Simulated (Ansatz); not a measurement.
## What isotropic strain −5.72 % does to NiO

The parent structure is NiO in the rock salt structure (space group Fm-3m, No. 225; a = 4.191 Å; ferromagnetic).

Modification: every lattice vector is shortened by 5.72 %; the atoms relax in the strained cell.

Calculations: plane-wave PAW DFT at the r2SCAN level (Ansatz, a quantum-chemistry and plane-wave program, 500 eV), without spin-orbit coupling, earlier PAW set. Γ-centred 13×13×13 mesh, Fermi–Dirac width 0.05 eV.

| quantity | base | changed | shift |
|---|---|---|---|
| space group | Fm-3m (No. 225) | Fm-3m (No. 225) | – |
| shortest interatomic distance | 2.095 Å | 1.975 Å | -0.120 Å |
| energy relative to the base (free energy F) | 0 meV/atom | +0.223 eV/atom | +0.223 eV/atom |
| pressure | 0.0 GPa | 56.1 GPa | +56.1 GPa |
| band gap | 0.85 eV | 0.10 eV | -0.756 eV |
| gap character | indirect, L → Γ | indirect, L → Γ | – |
| smallest direct gap | 1.74 eV | 1.41 eV | -0.33 eV |
| magnetic state | ferromagnetic | ferromagnetic | – |
| largest site moment | 1.67 μB | 1.63 μB | -0.04 μB |

Final structure:

```
NiO
1.0
    0.00000     1.97544     1.97544
    1.97544     0.00000     1.97544
    1.97544     1.97544     0.00000
O Ni
1 1
Cartesian
  0.00000   0.00000   0.00000
  1.97544   1.97544   1.97544
```

Cost of the whole job for the changed cell (relaxation, final SCF and bands): about 19 core-seconds (a rough figure).

Whether these cells are dynamically stable was not tested. No Hubbard U is applied and the magnetic state is the run's own (NiO ferromagnetic); other magnetic orders, which need larger cells, were not tried and can change the gap. A gap here joins edges of opposite spin (a spin-flip gap). In its common phase, real NiO is an antiferromagnetic insulator at low temperature. A zero or small gap of NiO under isotropic strain −5.72 % can be the functional's error rather than a property of the material.
